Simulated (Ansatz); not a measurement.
# HfSiO4 (I4₁/amd, No. 141, 12 atoms in the cell; start COD 9000852)

Computed with PBE+SOC (plane waves, PAW; Ansatz, a program for electronic structure).

Numerical settings: plane-wave cutoff 520 eV, 8×8×8 k mesh, Fermi–Dirac smearing 0.01 eV, PAW data made under PBE.

Cell (measured lattice):

HfO$_{4}$Si is modelled in the tetragonal space group I4₁/amd, origin choice 1 (No. 141), Pearson symbol tI24. Cell: a = 6.5725 Å, b = 6.5725 Å, c = 5.9632 Å, α = 90.00°, β = 90.00°, γ = 90.00°. Hf on 4a is surrounded by 4 O at 2.115 Å and 4 O at 2.260 Å. Si on 4b is coordinated by 4 O at 1.620 Å (tetrahedral). O on 16h is coordinated by 1 Si at 1.620 Å and 1 Hf at 2.115 Å and 1 Hf at 2.260 Å. (Neighbours: up to the widest gap in distance over summed covalent radii, below 1.35, at either atom; cation-cation and far metal-metal contacts left out.)
(The calculation used a cell of 12 atoms; values per cell refer to that cell.)

- band gap: 5.44 eV (indirect)
- smallest direct gap on the k points sampled: 5.82 eV
- direct gap at Γ: 5.84 eV

Note: the file's cell can be that of a phase stable at another temperature; cell and atoms aren't relaxed at this level (largest force component 0.28 eV/Å, pressure 7.4 GPa).

The computed numbers hold no vibrational or temperature effects.

Computing time: around 30 core-minutes (rough).
